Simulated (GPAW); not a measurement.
**Converging the plane-wave cutoff: Al (Fm-3m, 1 atom in the cell)**

```yaml
crystal:
  lattice:
    - [0.00000, 2.03107, 2.03107]
    - [2.03107, 0.00000, 2.03107]
    - [2.03107, 2.03107, 0.00000]
  atoms:
    - { symbol: Al, position: [0.00000, 0.00000, 0.00000] }
```

Computed with PBEsol, GPAW PAW datasets PBEsol (made by gpaw-setup) (plane waves; GPAW 25.7.0).

Base settings: mode = pw; ecut = 550 eV; xc = PBEsol; kpts = 7 7 7; mesh shift (steps) = 0 0 0; occupations.name = methfessel-paxton; occupations.width = 0.1 eV; occupations.order = 0; nbands = -7; symmetry.symmorphic = false.

The mesh stays at the base's, so the ladder's end is converged at best in this setting alone.

Only quantities that move along the ladder and can be compared are tabulated.

The count of work is k-points × plane waves × bands × iterations; it is no time. 

The starting cell has typed, rounded lattice constants, without a prior relaxation at this level. Its lattice was rescaled by up to half a per cent.

Steps (ecut): 190 eV; 220 eV; 250 eV; 275 eV; 300 eV; 330 eV; 385 eV; 440 eV; 495 eV; 550 eV; 605 eV; 660 eV; 740 eV; 825 eV; 960 eV; 1100 eV; 1320 eV.

**Question.** What is the coarsest ecut that holds the free energy within 0.5 meV/atom of the last step, with all finer ones?

**Answer.** 495 eV, at 0.23 of the last step's count of work; the step before is off by 0.59 meV/atom.

| ecut | free energy less the last step's (meV/atom) | count of work / last |
|---|---|---|
| 190 eV | 4.63 | 0.061 |
| 220 eV | 3.53 | 0.074 |
| 250 eV | 2.43 | 0.092 |
| 275 eV | 1.96 | 0.098 |
| 300 eV | 1.54 | 0.11 |
| 330 eV | 1.25 | 0.14 |
| 385 eV | 0.81 | 0.16 |
| 440 eV | 0.59 | 0.20 |
| 495 eV | 0.45 | 0.23 |
| 550 eV | 0.34 | 0.29 |
| 605 eV | 0.24 | 0.31 |
| 660 eV | 0.17 | 0.36 |
| 740 eV | 0.10 | 0.42 |
| 825 eV | 0.05 | 0.50 |
| 960 eV | 0.01 | 0.62 |
| 1100 eV | 0.00 | 0.77 |
| 1320 eV | 0.00 | 1.0 |
